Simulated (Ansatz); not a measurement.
## Pressure series in Bi2Te2Se

Consider Bi2Te2Se (space group R-3m, No. 166; a cell from a computed database, its experimental status unchecked).

```yaml
crystal:
  lattice:
    - [2.15183, 1.24236, 10.28086]
    - [-2.15183, 1.24236, 10.28086]
    - [0.00000, -2.48472, 10.28086]
  atoms:
    - { symbol: Bi, position: [0.60678, 0.60678, 0.60678] }
    - { symbol: Bi, position: [0.39322, 0.39322, 0.39322] }
    - { symbol: Te, position: [0.21652, 0.21652, 0.21652] }
    - { symbol: Te, position: [0.78348, 0.78348, 0.78348] }
    - { symbol: Se, position: [0.00000, 0.00000, 0.00000] }
```

Cell and atoms are relaxed at each pressure.

Level of theory: plane-wave PAW DFT at the r2SCAN+rVV10 level (Ansatz, a first-principles code, 500 eV), spin-orbit coupling left out.

| variant | shortest interatomic distance | c/a ratio |
|---|---|---|
| base | 3.042 Å | 7.167 |
| pressure −1 GPa | 3.053 Å | 7.392 |
| pressure 0.3 GPa | 3.039 Å | 7.134 |
| pressure 0.7 GPa | 3.035 Å | 7.095 |
| pressure 1.5 GPa | 3.027 Å | 7.040 |
| pressure 3 GPa | … | … |
| pressure 5 GPa | 2.997 Å | 6.943 |
| pressure 7.5 GPa | 2.978 Å | 6.927 |
| pressure 10 GPa | 2.960 Å | 6.934 |

Problem. What belongs in the blanks?

Solution. 
- pressure 3 GPa, shortest interatomic distance: 3.014 Å
- pressure 3 GPa, c/a ratio: 6.981

Load acts through the strain it causes; cell and atoms are relaxed under it. No phonon test of stability was made. No other phases were tried under pressure.
